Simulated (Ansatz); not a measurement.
## (Au,Pt): AuPt

A 32-atom cell of (Au,Pt) started in the face-centred cubic structure, site fractions Au 0.500, Pt 0.500, short-range order 0.00 among the nearest mixed sites of the first mixed sublattice (0 is random, a negative value favours unlike neighbours), space group P1 at the end.

These are PBE (plane waves to 420 eV, PAW; Ansatz, a program for electronic structure) values and carry that method's errors. No spin–orbit coupling. Its k-point mesh 5×5×5, Fermi–Dirac width 0.05 eV.

* **volume per atom**: 16.73 Å³
* **Au–Pt bonds (within 1.22 times the sum of covalent radii)**: 2.880 Å on average, from 2.827 to 2.940 (96)
* **Pt–Pt bonds (within 1.22 times the sum of covalent radii)**: 2.842 Å on average, from 2.786 to 2.948 (48)
* **Au–Au bonds (within 1.22 times the sum of covalent radii)**: 2.882 Å on average, from 2.825 to 2.931 (48)

```xyz
32
Lattice="0.0132 0.0032 8.1172 8.0764 -0.0017 0.0132 -0.0017 8.1642 0.0032" Properties=species:S:1:pos:R:3 pbc="T T T"
Pt     4.0806     0.0118    -0.0222
Pt     6.0196     2.0690    -0.0251
Au     6.0444     0.0114     2.0491
Au    -0.0254     0.0156    -0.0159
Au     2.0458     2.0625     0.0097
Pt     4.0742     4.0699     0.0330
Au     6.0375     6.1121     0.0081
Au     2.0349    -0.0139     2.0440
Au     4.0466     2.0448     2.0425
Pt     6.0419     4.0494     2.0489
Au     4.0422     0.0084     4.0700
Pt     6.0714     2.0822     4.1070
Pt     6.0522     0.0684     6.0820
Pt    -0.0455     4.0610     0.0337
Au     2.0352     6.0980     0.0211
Au    -0.0043     2.0533     2.0444
Pt     2.0290     4.0897     2.0575
Pt     4.0248     6.0670     2.0397
Pt     0.0081     0.0346     4.0847
Pt     2.0371     2.0830     4.0708
Pt     4.0429     4.0598     4.0412
Au     6.0610     6.1032     4.0707
Au     2.0484     0.0073     6.0714
Pt     4.0810     2.0706     6.0961
Pt     6.0514     4.0407     6.1007
Au    -0.0043     6.1066     2.0459
Pt    -0.0001     4.0615     4.0393
Pt     2.0164     6.0839     4.0229
Au     0.0143     2.0675     6.0874
Au     2.0397     4.0872     6.0915
Au     4.0605     6.1091     6.0843
Au    -0.0071     6.1122     6.0683
```
